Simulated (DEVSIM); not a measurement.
Structure: Schottky contact on p-type GaAs, at 250 K.

Layer 1 from the left is GaAs, thickness (μm) 3.40, Na (cm⁻³) 2.9e17, τn (s) 1.6e-9, τp (s) 1.6e-9.

Left contact: Schottky, work function 4.514 eV, emission velocity 8.8e6 cm/s. Right contact: ohmic. Voltage is applied to the left contact. Recombination: SRH at mid-gap, radiative, Auger. Mobility is μmin + (μ − μmin)/(1 + (N/Nref)^α).

The device is made up for the run: typed textbook-type constants, with dimensions and the other settings drawn at random. Values at 300 K; Nc and Nv go as T^1.5, mobilities as T to minus their exponent, the gap by Varshni's rule with the affinity fixed.

GaAs: gap (eV) 1.424, affinity (eV) 4.07, permittivity 12.9, Nc (cm⁻³) 4.7e17, Nv (cm⁻³) 9e18, μn (cm²/Vs) 8500, μp (cm²/Vs) 400, μn,min 500, μp,min 20, Nref,n 6e16, Nref,p 1.5e17, αn 0.39, αp 0.38, T exponent of μn 2.1, T exponent of μp 2.2, B (cm³/s) 2e-10, Cn (cm⁶/s) 1e-30, Cp (cm⁶/s) 1e-30, Varshni α (eV/K) 0.000541, Varshni β (K) 204.

DEVSIM, 1D drift-diffusion, Boltzmann statistics, complete ionisation; no tunnelling, impact ionisation, image-force lowering or self-heating. Metal contacts follow the ideal Schottky-Mott rule: no Fermi-level pinning, no interface dipoles.

Dark forward current:

```tsv
|V| (V)	|J| (A/cm²)
0.05	6.447e-13
0.10	6.122e-12
0.15	5.858e-11
0.20	5.807e-10
0.25	5.841e-9
0.30	5.904e-8
0.35	5.973e-7
0.40	6.042e-6
0.45	6.106e-5
0.50	0.0006163
0.55	0.006208
0.60	0.06238
0.65	0.6240
0.70	6.166
0.75	57.02
0.80	374.4
0.85	1242
0.90	2515
```

Question: Work out the local ideality factor n = ΔV / (kT/q · ln(J2/J1)) between the rows 0.10 and 0.15 V, 0.30 and 0.35 V, 0.85 and 0.90 V.

Answer: kT/q = 21.54 mV. From 0.10 to 0.15 V: ln(5.858e-11/6.122e-12) = 2.259, n = 1.03, near the 1 of diffusion or emission over a barrier. From 0.30 to 0.35 V: ln(5.973e-7/5.904e-8) = 2.314, n = 1.00, near the 1 of diffusion or emission over a barrier. From 0.85 to 0.90 V: ln(2515/1242) = 0.706, n = 3.29; the layers' resistance at their doping, Σ W/(qμN) = 2.6e-5 Ω cm², would take 33 mV of this step of 50 mV.

Question: Estimate the current at 0.40 V for emission alone, J0 = q v N_band exp(−φB/kT), and read the barrier back from the simulated current.

Answer: φB = 1.002 eV, N_band = 6.85e18 cm⁻³, J0 = 6.02e-14 A/cm²; J = J0 (exp(qV/kT) − 1) = 6.99e-6 A/cm². The simulation gives 6.04e-6 A/cm²; the estimate lies 16 % above. Read backwards, the simulated current gives an apparent barrier of 1.005 eV. The estimate leaves out transport through the depletion region and minority injection.
